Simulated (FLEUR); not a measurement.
Worked example: self-consistent single point of Fe (Im-3m, 1 atom in the cell) in FLEUR

Method of the run: FLEUR with PBE, all-electron FLAPW (FLEUR), scalar-relativistic valence.

Input:

Input of the input generator:

```
Fe crystal
&input film=f /
-2.6705552901 2.6705552901 2.6705552901
2.6705552901 -2.6705552901 2.6705552901
2.6705552901 2.6705552901 -2.6705552901
1.0
1.0 1.0 1.0

1
26 0.0000000000 0.0000000000 0.0000000000 : 4.00

&comp jspins=2 /
&kpt div1=16 div2=16 div3=16 gamma=t /
&end /
```

```xml
<?xml version="1.0" encoding="UTF-8" standalone="no"?>
<fleurInput fleurInputVersion="0.39">
   <comment>
      Fe crystal                                                                                          
   </comment>
   <calculationSetup>
      <cutoffs Kmax="4.0" Gmax="20.0" GmaxXC="20.0" numbands="0"/>
      <scfLoop itmax="80" minDistance="0.00001" maxIterBroyd="15" imix="Anderson" alpha="0.05" precondParam="0.0" spinf="2.0"/>
      <coreElectrons ctail="T" frcor="F" kcrel="0" coretail_lmax="0"/>
      <xcFunctional name="pbe" relativisticCorrections="F"/>
      <magnetism jspins="2"/>
      <soc l_soc="F" theta="0.0" phi="0.0" spav="F"/>
      <expertModes spex="0" secvar="F"/>
      <geometryOptimization l_f="T" forcealpha="1.0" forcemix="BFGS" epsdisp="0.00001" epsforce="0.00001"/>
      <ldaU l_linMix="F" mixParam="0.05" spinf="1.0"/>
   </calculationSetup>
   <cell>
      <bzIntegration valenceElectrons="16.0" mode="hist" fermiSmearingEnergy="0.00367493">
         <kPointListSelection listName="default-1"/>
         <!-- k-points included here -->
         <xi:include xmlns:xi="http://www.w3.org/2001/XInclude" href="kpts.xml"> </xi:include>
      </bzIntegration>
      <!-- symmetry operations included here -->
      <xi:include xmlns:xi="http://www.w3.org/2001/XInclude" href="sym.xml"> </xi:include>
      <bulkLattice scale="1.0">
         <bravaisMatrix>
            <row-1>   -2.6705552900999998     2.6705552900999998     2.6705552900999998</row-1>
            <row-2>    2.6705552900999998    -2.6705552900999998     2.6705552900999998</row-2>
            <row-3>    2.6705552900999998     2.6705552900999998    -2.6705552900999998</row-3>
         </bravaisMatrix>
      </bulkLattice>
   </cell>
   <atomSpecies>
      <species name="Iron (Fe) 4.000" element="Fe" atomicNumber="26">
         <mtSphere radius="2.14" gridPoints="707" logIncrement="0.017"/>
         <atomicCutoffs lmax="6" lnonsphr="4"/>
         <electronConfig flipSpins="F">
            <coreConfig>(1s1/2) (2s1/2) (2p1/2) (2p3/2)</coreConfig>
            <valenceConfig>(3s1/2) (3p1/2) (3p3/2) (4s1/2) (3d3/2) (3d5/2)</valenceConfig>
            <stateOccupation state="(3d3/2)" spinUp="2.0" spinDown="0.4"/>
            <stateOccupation state="(3d5/2)" spinUp="3.0" spinDown="0.6"/>
         </electronConfig>
         <energyParameters s="4" p="4" d="3" f="4"/>
         <lo type="SCLO" l="0" n="3" eDeriv="0"/>
         <lo type="SCLO" l="1" n="3" eDeriv="0"/>
         <lo type="SCLO" l="1" n="3" eDeriv="1"/>
         <lo type="SCLO" l="2" n="3" eDeriv="2"/>
         <lo type="SCLO" l="3" n="4" eDeriv="2"/>
      </species>
   </atomSpecies>
   <atomGroups>
      <atomGroup species="Iron (Fe) 4.000">
         <relPos label="                   1">.0000000000 .0000000000 .0000000000</relPos>
         <force calculate="T" relaxXYZ="TTT"/>
      </atomGroup>
   </atomGroups>
   <output dos="F" band="F" slice="F">
      <checks vchk="F" cdinf="F"/>
      <bandDOS minEnergy="-.5*Htr" maxEnergy="0.5*Htr" sigma="0.015" storeEVData="T"/>
      <vacuumDOS vacdos="F" integ="F" star="F" nstars="0" locx1="0.0" locy1="0.0" locx2="0.0" locy2="0.0" nstm="0" tworkf="0.0"/>
      <unfoldingBand unfoldBand="F" supercellX="1" supercellY="1" supercellZ="1"/>
      <plotting iplot="0" polar="F">
         <plot TwoD="T" vec1="  1.0  0.0  0.0" vec2="  0.0  1.0  0.0" vec3="  0.0  0.0  1.0" zero="  0.0  0.0  0.0" file="plot"/>
      </plotting>
      <chargeDensitySlicing numkpt="0" minEigenval="0.0" maxEigenval="0.0" nnne="0" pallst="F"/>
      <specialOutput eonly="F"/>
      <magneticCircularDichroism mcd="F" energyLo="-10.0" energyUp="0.0"/>
   </output>
  <!-- We include the file relax.xml here to enable relaxations (see documentation) -->
  <xi:include xmlns:xi="http://www.w3.org/2001/XInclude" href="relax.xml"> <xi:fallback/> </xi:include>
</fleurInput>
```

The program printed (abridged):

```
      Welcome to FLEUR        (www.flapw.de)
      MaX-Release 8.1          (www.max-centre.eu)

 ========== k-point set info ==========
 Selected k-point list: default-1
 k-point list type: mesh
 16 x 16 x 16
 Number of k points: 145

 ------------Calculation Setup---------------------------
           1           5          29         145
 Number of basis functions:          127
 Iteration:     1   Distance:      34.49944396 me/bohr^3
 Iteration:     2   Distance:      32.85263842 me/bohr^3
 Iteration:     3   Distance:      17.86949964 me/bohr^3
 Iteration:     4   Distance:      11.96111579 me/bohr^3
 Iteration:     5   Distance:       3.87556178 me/bohr^3
 Iteration:     6   Distance:       3.38754768 me/bohr^3
   [... 10 lines left out ...]
 Iteration:    17   Distance:       0.00028887 me/bohr^3
 Iteration:    18   Distance:       0.00027859 me/bohr^3
 Iteration:    19   Distance:       0.00027758 me/bohr^3
 Iteration:    20   Distance:       0.00003583 me/bohr^3
 Iteration:    21   Distance:       0.00000607 me/bohr^3

 Run finished successfully
 Stop message:
   Structural relaxation: Done

[file out, last iteration]
             iter=     22
          p o t e n t i a l   g e n e r a t o r
[...]
          integral of pseudo charge density inside the slab=        0.000000   0.000000
     coulomb potential in the interstitial region:
          density-coulomb potential integrals
          total density-coulomb potenti    -1951.3981450277
          density-effective potential integrals for spin  1
          density-effective potential integrals for spin  2
          total density-effective poten   -2.0240353980E+03
          charge density-energy density integrals
          total charge density-energy d   -5.5958973690E+01
 Updated energy parameters for spin:           1
  Atom    1 4s branch from -2.80 to  2.40 htr. ; e_l =  0.2321
  Atom    1 4p branch from -1.54 to  3.02 htr. ; e_l =  0.3603
  Atom    1 3d branch from -9.99 to  0.51 htr. ; e_l =  0.3284
  Atom    1 4f branch from -9.99 to  3.97 htr. ; e_l =  0.6701
  Atom    1 3s branch from-29.46 to -2.80 htr. ; e_l(l -2.8191
  Atom    1 3p branch from-24.99 to -1.54 htr. ; e_l(l -1.5720
  Atom    1 3p branch from-24.99 to -1.54 htr. ; e_l(l -1.5720
  Atom    1 3d branch from -9.99 to  0.51 htr. ; e_l(l  0.3268
  Atom    1 4f branch from -9.99 to  3.97 htr. ; e_l(l  0.6702
 Updated energy parameters for spin:           2
  Atom    1 4s branch from -2.71 to  2.48 htr. ; e_l =  0.2384
  Atom    1 4p branch from -1.44 to  3.09 htr. ; e_l =  0.3626
  Atom    1 3d branch from -9.99 to  0.60 htr. ; e_l =  0.3915
  Atom    1 4f branch from -9.99 to  4.04 htr. ; e_l =  0.6695
  Atom    1 3s branch from-29.41 to -2.71 htr. ; e_l(l -2.7231
  Atom    1 3p branch from-24.96 to -1.44 htr. ; e_l(l -1.4785
  Atom    1 3p branch from-24.96 to -1.44 htr. ; e_l(l -1.4785
  Atom    1 3d branch from -9.99 to  0.60 htr. ; e_l(l  0.3903
  Atom    1 4f branch from -9.99 to  4.04 htr. ; e_l(l  0.6695
[...]
 fermi energy and band-weighting factors:
at   0.00000   0.00000   0.00000   k-weight:    0.000244
   13 eigenvalues :
   -2.821991   -1.564802   -1.564802   -1.564802    0.099964    0.330262    0.330262    0.330262
    0.375245    0.375245    1.311414    1.311414    1.311414
   [... 2 blocks of this kind left out ...]

[...]
FERMIE:
          first approx. to ef    (T=0)  :   0.415376 htr   (energy of the highest occ. eigenvalue)
          number of occ. states  (T=0)  :       2317
          first approx. to seigv (T=0)  : -12.046731 htr
          sum of weights of occ. states :  16.002441
          sum of semicore charge        :   0.000000 e
FERHIS:  Fermi-Energy by histogram:
          bandgap                     :   0.000114 htr
          charge neutrality (T=0)     :   0.002441    (zero if the highest occ. eigenvalue is "entirely" occupied)
     EF_NEWTON:  Adjust Fermi-Energy by Newton-Method.
               Number of iterations needed  :   3
               The error in the weight is   : -0.21109E-10
               The error in ef is           :  0.75733E-12 htr
     -->  new fermi energy            :   0.415704 htr
          valence charge              :  16.000000 e
          actual charge blw ef-8kt    :  14.898682 e
          actual charge blw ef+8kt    :  16.000000 e
          number of occ. states       :      2415
          sum of the valence weights  :   16.000000
          entropy         :   0.326750 *kb htr/K =   0.00000 htr/K
          sum of val. single particle energies:       -12.0471922464 htr
 Direct bandgap for spin            1 :    2.0507934556895924E-003  Htr
 at k-point          144  with k-vector   0.43750000000000000       0.50000000000000000       0.50000000000000000
 Direct bandgap for spin            2 :    8.5391175131325214E-003  Htr
 at k-point          123  with k-vector   0.25000000000000000       0.31250000000000000       0.68750000000000000
          valence density: spin= 1
[...]
     l-like charge
     atom     s        p        d        f        total
 -->  1    1.15372  3.12457  4.05892  0.00982    8.34965
          valence density: spin= 2
[...]
     l-like charge
     atom     s        p        d        f        total
 -->  1    1.15725  3.15279  1.82513  0.00732    6.14400
          total charge for spin  1=    9.076609
          interst. charge =       0.726961
          mt charge=              8.349647
          total charge for spin  2=    6.923391
          interst. charge =       0.779396
          mt charge=              6.143996
          total charge  =   16.000000
          z= 26.     r(1)=  0.131223E-04     dx= 0.017000     m.t.index= 707
               n    l     j    energy       weight
               1.   0.   0.5 -256.4694      2.0000
               2.   0.   0.5  -29.4557      2.0000
               2.   1.   0.5  -25.3010      2.0000
               2.   1.   1.5  -24.8428      4.0000
          atom type    1  (spin 1)
          kinetic energy=  0.574641820469E+03     sum of the eigenvalues= -0.360911631273E+03
          0.00000000  electrons lost from core.
          z= 26.     r(1)=  0.131223E-04     dx= 0.017000     m.t.index= 707
               n    l     j    energy       weight
               1.   0.   0.5 -256.4698      2.0000
               2.   0.   0.5  -29.4129      2.0000
               2.   1.   0.5  -25.2693      2.0000
               2.   1.   1.5  -24.8102      4.0000
          atom type    1  (spin 2)
          kinetic energy=  0.575081807288E+03     sum of the eigenvalues= -0.360772343848E+03
          0.00000000  electrons lost from core.
          total charge for spin  1=   14.076609
          interst. charge =       0.726961
          mt charge=             13.349647
          total charge for spin  2=   11.923391
          interst. charge =       0.779396
          mt charge=             11.143996
          total charge  =   26.000000
          zc=    26.000000     qfix=    1.000000
Spin Magn. mom.  |                   Global Frame                     |                    Local Frame
Atom       m     | mx        my        mz        alpha     beta       | mx        my        mz        alpha     beta
     1  2.205651 |    ---       ---       ---       ---         ---   |    ---       ---       ---       ---          ---           smm
Orbital  moments |                   Global Frame                     |                    Local Frame
Atom      |m|    | mx        my        mz        alpha     beta       | mx        my        mz        alpha     beta
     1  0.000000 |  0.000000  0.000000  0.000000  0.000000  0.000000  |  0.000000  0.000000  0.000000  0.000000  0.000000 omm
     t o t a l  e n e r g y
          sum of eigenvalues =              -733.7311673675
          density-coulomb potential int    -1951.3981450277
          density-effective potential i    -2024.0353979885
          charge density-ex.-corr.energ      -55.9589736897
          el.-nucl. inter. diff. m.t.       1517.8397523219
          Madelung term for atom type:       -13.6107370507
 ---->    total energy=                    -1272.8043049552 htr
 ---->    (input%tkb*entropy) TS=              0.0012007834 htr
 ---->    free energy=                     -1272.8055057386 htr
      extrapolation for T->0
 ---->    total electron energy=           -1272.8049053469 htr
SPIN-1 FORCE FOR ATOM TYPE=  1  X=  0.000   Y=  0.000   Z=  0.000      FX_SP = 0.000000 FY_SP = 0.000000 FZ_SP = 0.000000
SPIN-2 FORCE FOR ATOM TYPE=  1  X=  0.000   Y=  0.000   Z=  0.000      FX_SP = 0.000000 FY_SP = 0.000000 FZ_SP = 0.000000
 ***** TOTAL FORCES ON ATOMS *****
 TOTAL FORCE FOR ATOM TYPE=  1  X=  0.000   Y=  0.000   Z=  0.000
                       FX_TOT= 0.000000 FY_TOT= 0.000000 FZ_TOT= 0.000000
 Structural relaxation: Done
```

The run converged in 21 iterations. FLEUR gives forces in its relaxation mode, with a further iteration, so its stop message speaks of a relaxation.

The starting cell comes from a database of computed structures (which also holds hypothetical and non-ambient phases and stackings), without a prior relaxation at this level. Its lattice was rescaled by a random factor within 2.5 % of one. With one magnetic atom in the cell only a parallel order is possible. Values depend on the basis (sphere radii, cutoffs, local orbitals), which need not be converged. The log's line on a gap gives a spacing of levels on this mesh, which the program prints for metals too.

Cost on one core of a shared machine: roughly 70 s.
